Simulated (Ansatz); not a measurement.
Input for (Ti,Si)O2 alloy cell Ti7O16Si (anatase start):

Ansatz 0.2 input:
```yaml
crystal:
  lattice:
    - [-1.888506053, -5.66425987, 4.772868095]
    - [5.664259704, 1.888505982, 4.772867947]
    - [-5.662691992, 5.66269197, 4.772129555]
  atoms:
    - { symbol: Ti, position: [0.624131474, 0.120840452, 0.257332588] }
    - { symbol: Ti, position: [0.005147776, 0.004197316, 0.00077163] }
    - { symbol: Ti, position: [0.495802755, 0.49485211, -0.000771576] }
    - { symbol: Si, position: [0.871507348, 0.374396864, 0.755366277] }
    - { symbol: Ti, position: [0.232356834, 0.267643165, 0.500000035] }
    - { symbol: Ti, position: [0.76576721, 0.734232777, 0.500000164] }
    - { symbol: Si, position: [0.125603113, 0.628492469, 0.244633743] }
    - { symbol: Ti, position: [0.379159636, 0.875868504, 0.742667388] }
    - { symbol: Ti, position: [0.622718722, 0.371945843, 0.503847025] }
    - { symbol: Ti, position: [-0.00038629, 0.255507526, 0.247933549] }
    - { symbol: Ti, position: [0.496874479, 0.744948741, 0.250091808] }
    - { symbol: Ti, position: [0.874608457, 0.625391866, 0.000000037] }
    - { symbol: Ti, position: [0.244492492, 0.500386311, 0.752066538] }
    - { symbol: Ti, position: [0.755051303, 0.003125737, 0.74990821] }
    - { symbol: Ti, position: [0.12805417, 0.8772812, 0.496152906] }
    - { symbol: Ti, position: [0.378783033, 0.12121688, -0.000000016] }
    - { symbol: O, position: [0.790232805, 0.529052353, 0.61726493] }
    - { symbol: O, position: [0.158983495, 0.426135422, 0.352201096] }
    - { symbol: O, position: [0.653684372, 0.899417631, 0.354319979] }
    - { symbol: O, position: [0.040142041, 0.779887865, 0.109161701] }
    - { symbol: O, position: [0.400395445, 0.654726758, 0.852407829] }
    - { symbol: O, position: [0.911516325, 0.169527569, 0.854665257] }
    - { symbol: O, position: [0.280230733, 0.030628932, 0.598852705] }
    - { symbol: O, position: [0.529421439, 0.278295314, 0.106391668] }
    - { symbol: O, position: [0.781750171, 0.281464239, 0.358562654] }
    - { symbol: O, position: [0.158178672, 0.159086523, 0.104608057] }
    - { symbol: O, position: [0.653567587, 0.648787086, 0.103235395] }
    - { symbol: O, position: [0.015107916, 0.51779557, 0.847100803] }
    - { symbol: O, position: [0.398384132, 0.403342574, 0.608606634] }
    - { symbol: O, position: [0.909981536, 0.907376809, 0.597065327] }
    - { symbol: O, position: [0.26661516, 0.769055382, 0.341059016] }
    - { symbol: O, position: [0.536519608, 0.029804326, 0.853402366] }
    - { symbol: O, position: [0.218535794, 0.718249917, 0.641437351] }
    - { symbol: O, position: [0.592623264, 0.59001843, 0.40293468] }
    - { symbol: O, position: [0.096657481, 0.101615775, 0.391393401] }
    - { symbol: O, position: [0.470195682, 0.963480379, 0.146597658] }
    - { symbol: O, position: [0.851212994, 0.846432612, 0.896764591] }
    - { symbol: O, position: [0.340913575, 0.341821299, 0.895391842] }
    - { symbol: O, position: [0.730944673, 0.233384764, 0.6589408] }
    - { symbol: O, position: [0.982204274, 0.484892091, 0.152899264] }
    - { symbol: O, position: [0.4693712, 0.219769391, 0.401147192] }
    - { symbol: O, position: [0.845273224, 0.099604488, 0.147592164] }
    - { symbol: O, position: [0.330472411, 0.588483536, 0.145334692] }
    - { symbol: O, position: [0.720112053, 0.45985779, 0.890838246] }
    - { symbol: O, position: [0.073864622, 0.341016404, 0.647798926] }
    - { symbol: O, position: [0.600582519, 0.846315444, 0.645680085] }
    - { symbol: O, position: [0.970947488, 0.709767164, 0.382735006] }
    - { symbol: O, position: [0.221704813, 0.970578416, 0.893608377] }
basis:
  ecutwfc: 420
  ecutrho_ratio: 4
  xc_grid: 2
kpoints:
  mp_grid: { grid: [3, 3, 3] }
hamiltonian:
  xc: pbe
  dispersion: none
  pseudopotentials: { kind: paw }
scf:
  n_extra_bands: 25
  occupations: { method: fermi_dirac, width: 0.01 }
output:
  forces: true
  stress: true
  eigenstates:
    kpoints:
      - [0.0, 0.0, 0.0]
      - [-0.5, -0.5, 0.0]
      - [0.0, 0.0, -0.5]
      - [-0.5, -0.5, -0.5]
    e_range: [-4.0, 6.0]
    localisation: true
relax:
  f_tol: 0.03
  max_steps: 90
  cell: { stress_tol: 0.15 }
```

Computed with PBE (plane waves to 420 eV, PAW; Ansatz, a program for electronic structure). Scalar-relativistic, without spin–orbit coupling; the runs are not spin-polarised. Its k-point mesh 3×3×3, Fermi–Dirac width 0.01 eV.

### Question
Write the closing report of this run, without the band table and long remarks, to eight decimals at most.

### Answer
```
SCF converged after 5 iterations
Free energy (F): -54488.639948 eV
Harris-Foulkes:  -54488.639948 eV  (|F-HF|=2.65e-9)
Internal energy: -54488.639948 eV  (E = F + TS)
E sigma→0 (E₀):  -54488.639948 eV
Fermi energy:    8.253204 eV
--- Per-component energies (eV) ---
  E_band       = -3280.133874
  E_kinetic    = 9522.565140
  E_local      = -26869.720272  (includes V_loc(G=0)·N_el)
  E_nonlocal   = 1610.797203
  E_hartree    = 10387.976333
  E_xc         = -3854.648881
  E_vxc        = -4838.774797  (∫ρ·V_xc dr)
  E_paw        = -20713.688533  (= ΣΔE_a)
  E_vpaw       = -3481.033927  (= ΣTr[D̂ρ^β])
  E_aug_tail   = 0.080961  (compensation charges beyond the density's cutoff)
  E_ewald      = -24572.001898
  E_smearing   = 0.000000  (= −TS)
  E_closure    = 0.000000  (closes the sum)
  Σ components = -54488.639948   (vs F -54488.639948, Δ=0.00e0)
--- Forces (eV/Å), atoms counted from 1 ---
  atom   1  Ti     0.01098215    -0.01269513    -0.00842059
  atom   2  Ti     0.00226218     0.00590460    -0.01995960
  atom   3  Ti     0.00590460     0.00226218     0.01995960
  atom   4  Si     0.01944542    -0.02376999    -0.01682708
  atom   5  Ti    -0.01168083    -0.01168083    0.00000000
  atom   6  Ti     0.00976988     0.00976988     0.00000000
  atom   7  Si    -0.02376999     0.01944542     0.01682708
  atom   8  Ti    -0.01269513     0.01098215     0.00842059
  atom   9  Ti    -0.00462161    -0.01151560    -0.00343255
  atom  10  Ti     0.01606823     0.00319833    -0.01859838
  atom  11  Ti    -0.02138534     0.00241970    -0.00719358
  atom  12  Ti     0.02392343     0.02392343     0.00000000
  atom  13  Ti     0.00319833     0.01606823     0.01859838
  atom  14  Ti     0.00241970    -0.02138534     0.00719358
  atom  15  Ti    -0.01151560    -0.00462161     0.00343255
  atom  16  Ti    -0.00823556    -0.00823556    0.00000000
  atom  17  O     -0.02944264    -0.00768400    -0.00723382
  atom  18  O      0.00428321    -0.00069768     0.00606867
  atom  19  O     -0.00568335     0.00031845    -0.00536419
  atom  20  O      0.01421219     0.00063056     0.01280294
  atom  21  O     -0.00157874     0.00645714    -0.01047246
  atom  22  O      0.00050076    -0.00892792    -0.00077650
  atom  23  O      0.01599322     0.00221223    -0.00808289
  atom  24  O     -0.00321602    -0.00070999    -0.01555364
  atom  25  O     -0.00867056    -0.00978314     0.00232979
  atom  26  O     -0.00315625     0.00723193     0.00515884
  atom  27  O      0.00295467     0.00564609    -0.00510983
  atom  28  O     -0.00119233    -0.01912503    -0.00944732
  atom  29  O     -0.00696853    -0.00976060    -0.01074713
  atom  30  O      0.01296130     0.00899928     0.00994388
  atom  31  O      0.00383601     0.00851196    -0.00589133
  atom  32  O      0.00101922     0.02074968    -0.00593250
  atom  33  O     -0.00978314    -0.00867056    -0.00232979
  atom  34  O      0.00899928     0.01296130    -0.00994388
  atom  35  O     -0.00976060    -0.00696853     0.01074713
  atom  36  O      0.02074968     0.00101922     0.00593250
  atom  37  O      0.00564609     0.00295467     0.00510983
  atom  38  O      0.00723193    -0.00315625    -0.00515884
  atom  39  O      0.00851196     0.00383601     0.00589133
  atom  40  O     -0.01912503    -0.00119233     0.00944732
  atom  41  O      0.00221223     0.01599322     0.00808289
  atom  42  O      0.00645714    -0.00157874     0.01047246
  atom  43  O     -0.00892792     0.00050076     0.00077650
  atom  44  O      0.00063056     0.01421219    -0.01280294
  atom  45  O     -0.00069768     0.00428321    -0.00606867
  atom  46  O      0.00031845    -0.00568335     0.00536419
  atom  47  O     -0.00768400    -0.02944264     0.00723382
  atom  48  O     -0.00070999    -0.00321602     0.01555364
  max |Σ_I F_I| component: 9.05e-6 eV/Å
--- Stress (GPa, compression-positive) ---
       -0.011728       0.005145      -0.013769
        0.005145      -0.011728       0.013769
       -0.013769       0.013769       0.008603
  P = ⅓ Tr σ = -0.0050 GPa (-0.050 kbar)
--- Relaxed structure (4 steps of the walk, 4 accepted, 1 SCFs on fresh bases) ---
  F+E_penalty+E_count = -54488.63994772 eV   max|allowed force component| = 2.944e-2 eV/Å   (the final SCF, on the basis selected at the relaxed cell)
  cell:  # Å, volume = 542.6010 Å³
    - [-1.88477968, -5.64689577, 4.78759969]
    - [5.64689577, 1.88477968, 4.78759969]
    - [-5.64289662, 5.64289662, 4.78737930]
  atoms:
    - { symbol: Ti, position: [0.62364371, 0.12091289, 0.25666412] }
    - { symbol: Ti, position: [0.00552400, 0.00417282, 0.00067596] }
    - { symbol: Ti, position: [0.49582718, 0.49447600, -0.00067596] }
    - { symbol: Si, position: [0.87191399, 0.37431476, 0.75501723] }
    - { symbol: Ti, position: [0.23366873, 0.26633127, 0.50000000] }
    - { symbol: Ti, position: [0.76487904, 0.73512096, 0.50000000] }
    - { symbol: Si, position: [0.12568524, 0.62808601, 0.24498277] }
    - { symbol: Ti, position: [0.37908711, 0.87635629, 0.74333588] }
    - { symbol: Ti, position: [0.62299092, 0.37131179, 0.50317607] }
    - { symbol: Ti, position: [-0.00082813, 0.25450266, 0.24819216] }
    - { symbol: Ti, position: [0.49735135, 0.74607493, 0.24951000] }
    - { symbol: Ti, position: [0.87524722, 0.62475278, 0.0] }
    - { symbol: Ti, position: [0.24549734, 0.50082813, 0.75180784] }
    - { symbol: Ti, position: [0.75392507, 0.00264865, 0.75049000] }
    - { symbol: Ti, position: [0.12868821, 0.87700908, 0.49682393] }
    - { symbol: Ti, position: [0.37793790, 0.12206210, 0.0] }
    - { symbol: O, position: [0.79019393, 0.53112343, 0.61792407] }
    - { symbol: O, position: [0.16024883, 0.42544734, 0.35269995] }
    - { symbol: O, position: [0.65120730, 0.90042375, 0.35421175] }
    - { symbol: O, position: [0.04022071, 0.77951911, 0.10879270] }
    - { symbol: O, position: [0.40032721, 0.65430204, 0.85186891] }
    - { symbol: O, position: [0.91099952, 0.16901857, 0.85478406] }
    - { symbol: O, position: [0.28072812, 0.02919661, 0.59846021] }
    - { symbol: O, position: [0.52946239, 0.27736189, 0.10586159] }
    - { symbol: O, position: [0.78125247, 0.28165097, 0.35824813] }
    - { symbol: O, position: [0.15796591, 0.15906584, 0.10388546] }
    - { symbol: O, position: [0.65228845, 0.64780766, 0.10237650] }
    - { symbol: O, position: [0.01446525, 0.51570832, 0.84674102] }
    - { symbol: O, position: [0.39652127, 0.40306278, 0.60839884] }
    - { symbol: O, position: [0.90985500, 0.90568003, 0.59593420] }
    - { symbol: O, position: [0.26529317, 0.76790071, 0.34060281] }
    - { symbol: O, position: [0.53628138, 0.03108074, 0.85317215] }
    - { symbol: O, position: [0.21834903, 0.71874753, 0.64175187] }
    - { symbol: O, position: [0.59431997, 0.59014500, 0.40406580] }
    - { symbol: O, position: [0.09693722, 0.10347873, 0.39160116] }
    - { symbol: O, position: [0.46891926, 0.96371862, 0.14682785] }
    - { symbol: O, position: [0.85219234, 0.84771155, 0.89762350] }
    - { symbol: O, position: [0.34093416, 0.34203409, 0.89611454] }
    - { symbol: O, position: [0.73209929, 0.23470683, 0.65939719] }
    - { symbol: O, position: [0.98429168, 0.48553475, 0.15325898] }
    - { symbol: O, position: [0.47080339, 0.21927188, 0.40153979] }
    - { symbol: O, position: [0.84569796, 0.09967279, 0.14813109] }
    - { symbol: O, position: [0.33098143, 0.58900048, 0.14521594] }
    - { symbol: O, position: [0.72048089, 0.45977929, 0.89120730] }
    - { symbol: O, position: [0.07455266, 0.33975117, 0.64730005] }
    - { symbol: O, position: [0.59957625, 0.84879270, 0.64578825] }
    - { symbol: O, position: [0.96887657, 0.70980607, 0.38207593] }
    - { symbol: O, position: [0.22263811, 0.97053761, 0.89413841] }
```

Cost: roughly 13 core-minutes.
